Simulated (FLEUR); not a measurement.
# Short convergence ladders for Yb (Fm-3m, 1 atom in the cell)

```
CELL_PARAMETERS angstrom
      0.00000     2.75370     2.75370
      2.75370     0.00000     2.75370
      2.75370     2.75370     0.00000
ATOMIC_POSITIONS crystal
  Yb 0.00000 0.00000 0.00000
```

Base method: FLEUR with PBE, all-electron FLAPW (FLEUR), scalar-relativistic valence.

Base settings: Kmax = 3.8 1/bohr; GmaxXC = 11.4 1/bohr; xcFunctional = pbe; jspins = 1; l_soc = F; mode = hist; fermiSmearingEnergy = 0.00367493 Htr; mesh (inpgen div1-3) = 6 6 6; inpgen gamma flag = true; Gmax = 11.4 1/bohr.

**The k-point mesh at a smearing width of 0.02 eV**

In this ladder: fermiSmearingEnergy = 0.00073499 Htr. Moved along: kpt_gamma.

Only quantities that move along the ladder and can be compared are tabulated.

```tsv
kpt_div	free energy less the last step's (meV/atom)
4 4 4	-31.36
6 6 6	21.54
9 9 9	-0.02
14 14 14	0.58
20 20 20	0.15
24 24 24	0.00
```

Coarsest kpt_div that holds the free energy within 0.5 meV/atom of the last step, with all finer ones: 20 20 20; the step before is off by 0.58 meV/atom.

**The k-point mesh at a smearing width of 0.3 eV**

In this ladder: fermiSmearingEnergy = 0.0110248 Htr. Moved along: kpt_gamma.

Only quantities that move along the ladder and can be compared are tabulated.

```tsv
kpt_div	free energy less the last step's (meV/atom)
4 4 4	-29.36
6 6 6	3.67
9 9 9	0.27
14 14 14	-0.02
24 24 24	0.00
```

Coarsest kpt_div that holds the free energy within 5 meV/atom of the last step, with all finer ones: 6 6 6; the step before is off by 29 meV/atom.

On the base run: the starting cell has typed, rounded lattice constants, without a prior relaxation at this level. Its lattice was rescaled by up to half a per cent. Spin polarisation is off. Values depend on the basis (sphere radii, cutoffs, local orbitals), which need not be converged.
